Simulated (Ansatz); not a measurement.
## Ansatz run on V₃Pt (Pmm2, 8 atoms in the cell): self-consistent single point

Method: PBEsol, default PAW files made with PBE (plane waves; Ansatz, a quantum-chemistry and plane-wave program).

Input:

Ansatz 0.2 input:
```yaml
crystal:
  lattice:
    - [4.77372600, 0.00000000, 0.00000000]
    - [0.00000000, 4.77372600, 0.00000000]
    - [0.00000000, 0.00000000, 4.77372600]
  atoms:
    - { symbol: V, position: [0.00000000, 0.75000000, 0.50000000] }
    - { symbol: V, position: [0.00000000, 0.25000000, 0.50000000] }
    - { symbol: V, position: [0.76047400, 0.50000000, 0.00000000] }
    - { symbol: V, position: [0.25000000, 0.50000000, 0.00000000] }
    - { symbol: V, position: [0.50000000, 0.00000000, 0.75000000] }
    - { symbol: V, position: [0.50000000, 0.00000000, 0.25000000] }
    - { symbol: Pt, position: [0.00000000, 0.00000000, 0.00000000] }
    - { symbol: Pt, position: [0.50000000, 0.50000000, 0.50000000] }
basis:
  ecutwfc: 420.0
kpoints:
  mp_grid: { grid: [5, 5, 5] }
hamiltonian:
  xc: pbesol
  pseudopotentials: { kind: paw }
scf:
  occupations: { method: fermi_dirac, width: 0.1 }
output:
  forces: true
  eigenvalues: true
  stress: true
```

Output (repeated stretches shortened):

```
WARN ansatz: RAYON_NUM_THREADS=1 ignored (pool sized by the plan → 1); use --threads N
Pseudopotentials: kind: paw
Pseudopotential: V, paw, valence charge 13
Pseudopotential: Pt, paw, valence charge 18
Crystal: 8 atoms, lattice volume = 108.786 Å³
Basis set: ecut = 420 eV, 2103 PW (Γ), exchange–correlation on 64×64×64 points (8 copies of the dense FFT grid, shifted against one another)
Bands: 69, of which v1, the nominal top of the filled ones, is band 57 counted from 1 (56 counted from 0)
Symmetry: 4 space group operations
Space group: Pmm2 (ITA 25), of the structure as read, at distance tolerance 4.8e-5 Å
k-points: 27 of 125 (time reversal used)
PAW frozen core: V, regenerated for the run's functional, and the local potential with it
PAW frozen core: Pt, regenerated for the run's functional, and the local potential with it
Initial density: superposition of atomic densities (neutral atoms: chi_scale 0, normalization atom), corrected by the library's trained network
Initial wavefunctions: pseudopotential atomic-orbital guess
Eigensolver: davidson
Functional: x = pbesol(κ = 0.804, μ = 0.12345679012345678), c = pbesol(β = 0.046)
SCF iter   1: F=—  HF=-42083.131457 eV  |F-HF|=—  |Δ(HF+E_count)|=         —  Δρ=9.59e-3  dr2=6.27e-2  ethr=1.77e-3  ⟨swp⟩=4.4  Hψ=5719  notcnv=0
all-band conjugate gradients solve this SCF's bands
preconditioner: auto → Kerker (q_TF=auto, 2.750 Å⁻¹)
SCF iter   2: F=—  HF=-42083.114622 eV  |F-HF|=—  |Δ(HF+E_count)|=   1.68e-2  Δρ=3.37e-3  dr2=7.22e-3  ethr=5.50e-5  ⟨swp⟩=3.0  Hψ=3685  notcnv=0
SCF iter   3: F=—  HF=-42083.113193 eV  |F-HF|=—  |Δ(HF+E_count)|=   1.43e-3  Δρ=8.77e-4  dr2=4.10e-4  ethr=6.34e-6  ⟨swp⟩=2.0  Hψ=2491  notcnv=0
SCF iter   4: F=—  HF=-42083.113207 eV  |F-HF|=—  |Δ(HF+E_count)|=   1.42e-5  Δρ=1.62e-4  dr2=2.98e-5  ethr=3.60e-7  ⟨swp⟩=2.0  Hψ=2528  notcnv=0
SCF iter   5: F=—  HF=-42083.113606 eV  |F-HF|=—  |Δ(HF+E_count)|=   3.99e-4  Δρ=4.32e-5  dr2=2.67e-6  ethr=2.61e-8  ⟨swp⟩=2.0  Hψ=2137  notcnv=0
SCF iter   6: F=—  HF=-42083.113605 eV  |F-HF|=—  |Δ(HF+E_count)|=   5.68e-7  Δρ=1.31e-5  dr2=1.37e-7  ethr=2.35e-9  ⟨swp⟩=2.0  Hψ=2550  notcnv=0
SCF iter   7: F=-42083.113605 eV  HF=-42083.113605 eV  |F-HF|=9.28e-9  |Δ(HF+E_count)|=   2.01e-8  Δρ=3.52e-6  dr2=1.18e-8  ethr=8.77e-11  ⟨swp⟩=4.0  Hψ=5270  notcnv=0
the search or the solves at the SCF's close seem to have found levels that the self-consistency loop had missed (the run counts 1) …
SCF 1 converged in 7 iterations: F = -42083.113605 eV  dr2 = 1.18e-8
SCF converged after 7 iterations
Free energy (F): -42083.113605 eV
Harris-Foulkes:  -42083.113605 eV  (|F-HF|=9.28e-9)
Internal energy: -42082.768007 eV  (E = F + TS)
E sigma→0 (E₀):  -42082.940806 eV
Entropy (-TS):   -0.345598 eV (-43.200 meV/atom)
Fermi energy:    19.204299 eV
--- Per-component energies (eV) ---
  E_band       = -1142.226119
  E_kinetic    = 3295.632697
  E_local      = -8345.525883  (includes V_loc(G=0)·N_el)
  E_nonlocal   = 131.830316
  E_hartree    = 3569.567816
  E_xc         = -1302.529613
  E_vxc        = -1600.523134  (∫ρ·V_xc dr)
  E_paw        = -25147.820613  (= ΣΔE_a)
  E_vpaw       = -1762.786803  (= ΣTr[D̂ρ^β])
  E_aug_tail   = 0.001820  (compensation charges beyond the density's cutoff)
  E_ewald      = -14285.396584
  E_core_change = 1.472037  (= ΣΔE_core)
  E_smearing   = -0.345598  (= −TS)
  E_closure    = 0.000000  (closes the sum)
  Σ components = -42083.113605   (vs F -42083.113605, Δ=0.00e0)
--- Forces (eV/Å), atoms counted from 1 ---
  atom   1  V      0.00795726     0.01118363     0.00000000
  atom   2  V      0.00795726    -0.01118363     0.00000000
  atom   3  V     -0.48962638     0.00000000     0.00000000
  atom   4  V      0.28474333     0.00000000     0.00000000
  atom   5  V      0.01002714     0.00000000     0.00302602
  atom   6  V      0.01002714     0.00000000    -0.00302602
  atom   7  Pt     0.08657102     0.00000000     0.00000000
  atom   8  Pt     0.08234061     0.00000000     0.00000000
  max |Σ_I F_I| component: 2.62e-6 eV/Å
--- Stress (GPa, compression-positive) ---
       -2.423236       0.000000       0.000000
        0.000000      -1.947258       0.000000
        0.000000       0.000000      -2.878866
  P = ⅓ Tr σ = -2.4165 GPa (-24.165 kbar)
  The stress holds the Pulay correction. Without it, at fixed plane waves, as pw.x and ABINIT print it: P = -2.4941 GPa
--- Band table (eV; the first three rows and the last of 27) ---
  k-point 0: bands = ["-80.3128", "-80.2813", "-44.8338", "-44.7702", "-44.7684", "-44.5893", "-44.5824", "-44.5796", "-34.4656", "-34.4552", "-34.4522", "-34.4291", "-34.4271", "-34.4169", "-19.2257", "-19.2183", "-19.1108", "-18.9148", "-18.9078", [...]
  k-point 1: bands = ["-80.3128", "-80.2813", "-44.8249", "-44.7748", "-44.7543", "-44.6018", "-44.5893", "-44.5796", "-34.4659", "-34.4544", "-34.4522", "-34.4294", "-34.4271", "-34.4162", "-19.2213", "-19.1860", "-19.0456", "-18.9058", "-18.8987", [...]
  k-point 2: bands = ["-80.3128", "-80.2813", "-44.8068", "-44.7880", "-44.7110", "-44.6519", "-44.5892", "-44.5795", "-34.4663", "-34.4531", "-34.4521", "-34.4298", "-34.4271", "-34.4150", "-19.2100", "-19.1944", "-18.9032", "-18.8974", "-18.8132", [...]
  k-point 26: bands = ["-80.3128", "-80.2813", "-44.7328", "-44.7205", "-44.7167", "-44.6617", "-44.6548", "-44.6453", "-34.4638", "-34.4537", "-34.4507", "-34.4276", "-34.4256", "-34.4156", "-18.8770", "-18.8540", "-18.8409", "-18.8306", [...]
```

The run converged in 7 iterations.

The starting cell comes from a database of computed structures (which also holds hypothetical and non-ambient phases and stackings), without a prior relaxation at this level. Its lattice was rescaled by up to half a per cent. One atom was moved a little off its site on purpose. Spin-orbit coupling is off. Spin polarisation is off. Ansatz's pressure includes its estimate of the finite-basis (Pulay) stress.
